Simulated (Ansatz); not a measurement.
Input and output of a self-consistent single point for Hf₂SbP (P1, 8 atoms in the cell) (Ansatz, a quantum-chemistry and plane-wave program).

Method: LDA (PW92), PAW files made with PBE (plane waves; Ansatz).

The change in words: atoms moved at random. Reference geometry:
```
Hf2SbP
1.0
    3.83966     0.00000     0.00000
   -1.91983     3.32524     0.00000
    0.00000     0.00000    13.21089
Hf Sb P
4 2 2
Direct
  0.66667   0.33333   0.89774
  0.33333   0.66667   0.10226
  0.33333   0.66667   0.39774
  0.66667   0.33333   0.60226
  0.33333   0.66667   0.75000
  0.66667   0.33333   0.25000
  0.00000   0.00000   0.00000
  0.00000   0.00000   0.50000
```

Reference input (self-consistent single point, DFT, LDA (PW92), plane waves, PAW files made with PBE): kpoints.mp_grid.grid = 5 5 2; hamiltonian.xc = lda; hamiltonian.pseudopotentials = {kind: paw} (an earlier, softer set of the program's PAW files); scf.occupations.method = fermi_dirac; scf.occupations.width = 0.1 eV. This run's input differs from it in these lines:

Ansatz 0.2 input:
```diff
@@ -6,10 +6,10 @@
   atoms:
-    - { symbol: Hf, position: [0.666667, 0.333333, 0.897740] }
-    - { symbol: Hf, position: [0.333333, 0.666667, 0.102260] }
-    - { symbol: Hf, position: [0.333333, 0.666667, 0.397740] }
-    - { symbol: Hf, position: [0.666667, 0.333333, 0.602260] }
-    - { symbol: Sb, position: [0.333333, 0.666667, 0.750000] }
-    - { symbol: Sb, position: [0.666667, 0.333333, 0.250000] }
-    - { symbol: P, position: [0.000000, 0.000000, 0.000000] }
-    - { symbol: P, position: [0.000000, 0.000000, 0.500000] }
+    - { symbol: Hf, position: [0.659831, 0.330185, 0.898038] }
+    - { symbol: Hf, position: [0.343125, 0.680561, 0.100494] }
+    - { symbol: Hf, position: [0.320676, 0.662370, 0.400291] }
+    - { symbol: Hf, position: [0.672950, 0.344042, 0.600031] }
+    - { symbol: Sb, position: [0.334978, 0.659451, 0.752023] }
+    - { symbol: Sb, position: [0.655911, 0.316182, 0.247108] }
+    - { symbol: P, position: [-0.007355, 0.001610, 0.005190] }
+    - { symbol: P, position: [0.019884, 0.005599, 0.496824] }
 kpoints:
```

The program printed (abridged):

```
SCF iter   1: F=—  HF=-76045.364552 eV  |F-HF|=—  |Δ(HF+E_count)|=         —  Δρ=4.84e-2  dr2=1.83e1  ethr=3.10e-3  ⟨swp⟩=6.4  Hψ=8317  notcnv=0  defer=1
all-band conjugate gradients solve this SCF's bands
preconditioner: auto → Kerker (q_TF=auto, 2.657 Å⁻¹)
SCF iter   2: F=—  HF=-76043.008721 eV  |F-HF|=—  |Δ(HF+E_count)|=    2.36e0  Δρ=2.66e-2  dr2=6.39e0  ethr=3.10e-3  ⟨swp⟩=2.9  Hψ=4605  notcnv=0  defer=29
   [... lines left out ...]
SCF iter  11: F=—  HF=-76041.841636 eV  |F-HF|=—  |Δ(HF+E_count)|=   4.99e-7  Δρ=9.18e-6  dr2=9.67e-7  ethr=2.81e-9  ⟨swp⟩=2.0  Hψ=3060  notcnv=0  defer=32
SCF iter  12: F=—  HF=-76041.841636 eV  |F-HF|=—  |Δ(HF+E_count)|=   7.45e-8  Δρ=6.37e-6  dr2=2.93e-7  ethr=6.71e-10  ⟨swp⟩=2.0  Hψ=4032  notcnv=0  defer=32
SCF iter  13: F=—  HF=-76041.841636 eV  |F-HF|=—  |Δ(HF+E_count)|=   6.87e-8  Δρ=3.55e-6  dr2=1.79e-7  ethr=6.94e-11  ⟨swp⟩=13.8  Hψ=13248  notcnv=0
SCF iter  14: F=-76041.841636 eV  HF=-76041.841636 eV  |F-HF|=2.55e-8  |Δ(HF+E_count)|=   2.36e-8  Δρ=1.54e-6  dr2=2.80e-8  ethr=6.94e-11  ⟨swp⟩=3.8  Hψ=8331  notcnv=0
SCF 1 converged in 14 iterations: F = -76041.841636 eV  dr2 = 2.80e-8
Free energy (F): -76041.841636 eV
Internal energy: -76041.766422 eV  (E = F + TS)
E sigma→0 (E₀):  -76041.804029 eV
Entropy (-TS):   -0.075214 eV (-9.402 meV/atom)
Fermi energy:    14.885568 eV
--- Forces (eV/Å), atoms counted from 1 ---
  atom   1  Hf     0.04800364     0.03305270     0.44475669
  atom   2  Hf    -0.37240064    -0.57482075     0.30907356
  atom   3  Hf     0.76279247     0.08916083    -0.61381917
  atom   4  Hf     0.40530833    -0.20910580     0.05867518
  atom   5  Sb    -0.16018892     0.18992104    -0.29518122
  atom   6  Sb     0.00392690     0.43567503     0.43106924
  atom   7  P      0.41401521     0.16854279    -0.90070233
  atom   8  P     -1.10145704    -0.13242375     0.56612737
--- Stress (GPa, compression-positive) ---
       -8.522956      -0.218565      -0.259151
       -0.218565      -8.254787      -0.056132
       -0.259151      -0.056132      -8.360216
  P = ⅓ Tr σ = -8.3793 GPa (-83.793 kbar)
  The stress holds the Pulay correction. Without it, at fixed plane waves, as pw.x and ABINIT print it: P = -8.4095 GPa
```

The run converged in 14 iterations. Against the reference run the free energy goes up by 19.1 meV/atom, the pressure goes from -9.00 to -8.38 GPa and the largest force goes from 0.167 to 1.245 eV/Å.

The starting cell comes from a database of computed structures (which also holds hypothetical and non-ambient phases and stackings), without a prior relaxation at this level. Its lattice was rescaled by a random factor within 2.5 % of one. For this run, on top of that: atoms moved at random. With a pressure of about -8 GPa the cell is away from its equilibrium volume at this level. Forces in this geometry exceed 1 eV/Å. Ansatz's pressure includes its estimate of the finite-basis (Pulay) stress.

Cost on one core of a shared machine: roughly 80 s.
